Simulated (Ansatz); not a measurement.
BiVO₄ (I4₁/a, No. 88, 12 atoms in the cell; start COD 9012062; high-temperature phase)

Calculation: r²SCAN+SOC (Ansatz, an electronic-structure program, plane waves, PAW).

Settings: plane-wave cutoff 560 eV, 10×10×10 k mesh, Fermi–Dirac smearing 0.01 eV, PAW data made under PBE.

Cell (measured lattice):

```yaml
crystal:
  lattice:
    - [-2.57350, 2.57350, 5.86080]
    - [2.57350, -2.57350, 5.86080]
    - [2.57350, 2.57350, -5.86080]
  atoms:
    - { symbol: Bi, position: [0.00000, 0.00000, 0.00000] }
    - { symbol: Bi, position: [0.75000, 0.25000, 0.50000] }
    - { symbol: V, position: [0.50000, 0.50000, 0.00000] }
    - { symbol: V, position: [0.25000, 0.75000, 0.50000] }
    - { symbol: O, position: [0.30910, 0.42310, 0.38900] }
    - { symbol: O, position: [0.67010, 0.55910, 0.38600] }
    - { symbol: O, position: [0.03410, 0.92010, 0.61100] }
    - { symbol: O, position: [0.17310, 0.28410, 0.61400] }
    - { symbol: O, position: [0.44090, 0.82690, 0.11100] }
    - { symbol: O, position: [0.07990, 0.69090, 0.11400] }
    - { symbol: O, position: [0.71590, 0.32990, 0.88900] }
    - { symbol: O, position: [0.57690, 0.96590, 0.88600] }
```

```
Property                                                  Value
-------------------------------------------  ------------------
band gap                                     2.34 eV (indirect)
smallest direct gap on the k points sampled             2.42 eV
direct gap at Γ                                         3.07 eV
```

Note: held by symmetry at 0 K, a high-temperature phase can be a saddle point; cell and atoms aren't relaxed at this level (largest force component 0.03 eV/Å, pressure -2.2 GPa).

The computed numbers hold no vibrational or temperature effects.
